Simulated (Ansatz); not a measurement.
## rock-salt BaO (1 1 0) on 3C silicon carbide (1 1 0) (film strained to the substrate, faces as cut)

A periodic stack without vacuum, rock-salt BaO (1 1 0) on 3C silicon carbide (1 1 0) (film strained to the substrate, faces as cut): substrate slab C30Si30, film Ba12O12, surface cells [[-1, 2], [-1, -1]] and [[0, 2], [-1, 0]], film strained by -3.8 and -3.8 %, faces CSi/CSi and BaO/BaO as cut (like faces can put a slab off its formula).

The start was prepared with a machine-learned potential, and the result is one local minimum, with the in-plane cell held and forces under 0.04 eV/Å; the film can end far from its bulk form.

Values marked by level come from PBE (plane waves to 420 eV, PAW; Ansatz, a program for electronic structure); HSE06 (plane waves to 420 eV, PAW; Ansatz). Geometries and values that name no level are of the first. Spin–orbit coupling is left out; PBE gaps are too small against experiment. Its k-point mesh 3×4×1, Fermi–Dirac width 0.05 eV. HSE06 ran on meshes of its own (7×7×7, 3×3×4); its edges and gaps are taken over the mesh and over extra points off it, mostly where PBE has its edges.

```
Item                                                                                                Value
--------------------------------------------------------------------------------  -----------------------
interface area                                                                                    40.7 Å²
period                                                                                            29.30 Å
gaps between the outermost planes at the two interfaces                                   1.56 and 1.56 Å
Ba–Si contacts across the interfaces within 1.22 times the sum of covalent radii          10, mean 3.58 Å
Ba–C contacts across the interfaces within 1.22 times the sum of covalent radii            8, mean 3.22 Å
O–Si contacts across the interfaces within 1.22 times the sum of covalent radii            2, mean 1.67 Å
valence offset, film less substrate (PBE)                                                        -0.34 eV
valence offset, film less substrate (HSE06 edges on the PBE line-up)                             -0.69 eV
conduction offset (HSE06 edges on the PBE line-up)                                               +0.07 eV
spin-polarised check at this geometry                                             falls back to no moment
```

```
CELL_PARAMETERS angstrom
      7.58621    -0.00006     0.05320
     -0.00004     5.36437     0.01271
      0.41333    -1.86882    29.29572
ATOMIC_POSITIONS crystal
  C  0.49761 0.27794 0.04562
  C  0.83000 0.95051 0.04794
  C  0.16799 0.63133 0.04570
  C  0.15968 0.14185 0.09884
  C  0.49140 0.79927 0.10037
  C  0.83083 0.47398 0.09579
  C  0.15718 0.66265 0.15188
  C  0.49215 0.32620 0.15157
  C  0.82516 0.99443 0.15181
  C  0.82028 0.51098 0.20381
  C  0.15330 0.17818 0.20488
  C  0.48570 0.84286 0.20525
  C  0.81566 0.02872 0.25737
  C  0.14884 0.69588 0.25787
  C  0.48257 0.36201 0.25755
  C  0.47773 0.87984 0.31046
  C  0.81166 0.54632 0.31007
  C  0.14481 0.21356 0.31042
  C  0.47377 0.39786 0.36309
  C  0.80628 0.06239 0.36260
  C  0.14045 0.73154 0.36412
  C  0.13701 0.24990 0.41609
  C  0.46891 0.91800 0.41617
  C  0.80392 0.58172 0.41622
  C  0.13343 0.76697 0.47213
  C  0.46281 0.43293 0.46916
  C  0.79468 0.08904 0.46744
  C  0.79221 0.60462 0.52219
  C  0.12475 0.27567 0.52010
  C  0.46239 0.95811 0.52231
  Si 0.24304 0.80969 0.09777
  Si 0.58382 0.47177 0.09721
  Si 0.91075 0.14368 0.09764
  Si 0.26617 0.34073 0.05677
  Si 0.60001 0.99058 0.05921
  Si 0.92277 0.63052 0.04104
  Si 0.90311 0.17757 0.20438
  Si 0.23545 0.84437 0.20481
  Si 0.57074 0.51004 0.20452
  Si 0.90721 0.65929 0.15008
  Si 0.24152 0.33030 0.15269
  Si 0.57558 0.99354 0.15342
  Si 0.56180 0.54705 0.31024
  Si 0.89490 0.21304 0.30996
  Si 0.22763 0.88006 0.31090
  Si 0.56566 0.02886 0.25780
  Si 0.89901 0.69515 0.25700
  Si 0.23255 0.36285 0.25771
  Si 0.21865 0.91582 0.41782
  Si 0.55349 0.58518 0.41524
  Si 0.88771 0.24785 0.41436
  Si 0.22347 0.39775 0.36345
  Si 0.55592 0.06419 0.36330
  Si 0.89109 0.72988 0.36316
  Si 0.89668 0.30801 0.50847
  Si 0.21625 0.96005 0.52694
  Si 0.56258 0.66020 0.51116
  Si 0.88674 0.76375 0.47055
  Si 0.21368 0.43541 0.47029
  Si 0.54584 0.10141 0.47019
  Ba 0.82124 0.91516 0.68665
  Ba 0.31311 0.91813 0.67588
  Ba 0.07617 0.46044 0.60718
  Ba 0.57841 0.34701 0.60917
  Ba 0.31620 0.96249 0.82076
  Ba 0.81485 0.96188 0.81942
  Ba 0.56405 0.43818 0.74557
  Ba 0.07441 0.43796 0.74912
  Ba 0.80696 0.07521 0.96064
  Ba 0.30459 0.96635 0.95793
  Ba 0.05418 0.48865 0.88973
  Ba 0.56191 0.48066 0.88265
  O  0.16126 0.89067 0.58024
  O  0.58471 0.91601 0.63704
  O  0.83514 0.40626 0.67367
  O  0.31729 0.41435 0.66989
  O  0.57145 0.94087 0.75255
  O  0.07765 0.94297 0.75970
  O  0.32214 0.46089 0.81605
  O  0.81241 0.46022 0.80645
  O  0.05400 0.98847 0.89493
  O  0.57227 0.98111 0.89646
  O  0.87681 0.52625 0.98770
  O  0.31275 0.51403 0.93078
```
